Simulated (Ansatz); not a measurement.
# Relaxation of the atoms of NaTl (Fd-3m, 4 atoms in the cell) at several settings

```
NaTl
1.0
    0.00000     3.65970     3.65970
    3.65970     0.00000     3.65970
    3.65970     3.65970     0.00000
Na Tl
2 2
Direct
  0.50000   0.50000   0.50000
  0.75000   0.75000   0.75000
  0.00000   0.00000   0.00000
  0.25000   0.25000   0.25000
```

Base: PBEsol, default PAW files made with PBE (Ansatz, a first-principles code). Its settings: basis.ecutwfc = 420 eV; kpoints.mp_grid.grid = 6 6 6; hamiltonian.xc = pbesol; hamiltonian.pseudopotentials = {kind: paw} (the program's default PAW files); scf.occupations.method = cold; scf.occupations.width = 0.1 eV. Starting volume 24.51 Å³ per atom.

Each line gives the change from the base single point and the result:

- atoms moved at random; scf.convergence.dr2_threshold: default (1e-07 eV) → 0.001 eV; relax: default → atoms; relax.f_tol: default → 0.03 eV/Å: pressure 1.74 GPa; largest force (vector length) 0.012 eV/Å; relaxation steps 3; free energy against the base single point 0.0 meV/atom.
- atoms moved at random; relax: default → atoms; relax.f_tol: default → 0.03 eV/Å: pressure 1.74 GPa; largest force (vector length) 0.002 eV/Å; relaxation steps 3; free energy against the base single point 0.0 meV/atom.
- atoms moved at random; relax: default → atoms; relax.f_tol: default → 0.1 eV/Å: pressure 1.75 GPa; largest force (vector length) 0.062 eV/Å; relaxation steps 2; free energy against the base single point 0.6 meV/atom.

The starting cell comes from a database of computed structures (which also holds hypothetical and non-ambient phases and stackings), without a prior relaxation at this level. Its lattice was rescaled by a random factor within 2.5 % of one. Ansatz's pressure includes its estimate of the finite-basis (Pulay) stress.

Keys are those of Ansatz 0.2.
